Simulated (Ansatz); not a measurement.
# A computed series for TiAl3: pressure series

Start from TiAl3 (space group I4/mmm, No. 139).

```
CELL_PARAMETERS angstrom
     -1.92294     1.92294     4.30997
      1.92294    -1.92294     4.30997
      1.92294     1.92294    -4.30997
ATOMIC_POSITIONS crystal
  Al 0.50000 0.50000 0.00000
  Al 0.75000 0.25000 0.50000
  Al 0.25000 0.75000 0.50000
  Ti 0.00000 0.00000 0.00000
```

Cell and atoms are relaxed at each pressure.

The values are results of Kohn–Sham DFT with the PBE functional, run in Ansatz (a quantum-chemistry and plane-wave program) with PAW and 420 eV plane waves, no SOC, not measurements.

| P (GPa) | V (Å³/atom) |
|---|---|
| -2.00 | 16.255 |
| -1.00 | 16.092 |
| 2.98 | 15.516 |
| 7.00 | 15.027 |
| 15.00 | 14.235 |
| 30.00 | 13.142 |
| 50.00 | 12.116 |
| 75.00 | 11.197 |
| 100.00 | 10.506 |

A third-order Birch–Murnaghan fit to these points gives V₀ = 15.93 Å³/atom, B₀ = 107 GPa and B₀′ = 3.9. At pressure 100 GPa the volume is 65.9 % of V₀.

Load acts through the strain it causes; cell and atoms are relaxed under it. No phonon test of stability was made. Competing high-pressure phases were not computed. The final runs are not spin-polarised.
